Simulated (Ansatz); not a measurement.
**AlBO3: pressure series**

The parent structure is AlBO3 (space group R-3c, No. 167; a = 4.475 Å, c = 13.738 Å (hexagonal axes)).

Cell and atoms are relaxed at each pressure.

Computed with Kohn–Sham DFT with the PBEsol functional, run in Ansatz (an electronic-structure program) with PAW and 420 eV plane waves, spin-orbit coupling left out.

```tsv
pressure (GPa)	volume per atom (Å³/atom)
-2	8.020
-1	7.981
0	7.943
0.3	?
1.5	7.887
3	7.833
5	7.764
7.5	7.682
10	7.604
```

Fit the third-order Birch–Murnaghan form P(V) = (3B₀/2)[(V₀/V)^(7/3) − (V₀/V)^(5/3)]·[1 + (3/4)(B₀′ − 4)((V₀/V)^(2/3) − 1)] (squares taken in P) to the rows shown and predict the withheld row.

Least squares on the printed values gives V₀ = 7.943 Å³/atom, B₀ = 210 GPa, B₀′ = 4.1; this predicts 7.931 Å³/atom, and the run gives 7.931 Å³/atom, in agreement.

Load acts through the strain it causes; cell and atoms are relaxed under it. Stability against distortions was not tested. Competing high-pressure phases were not computed.
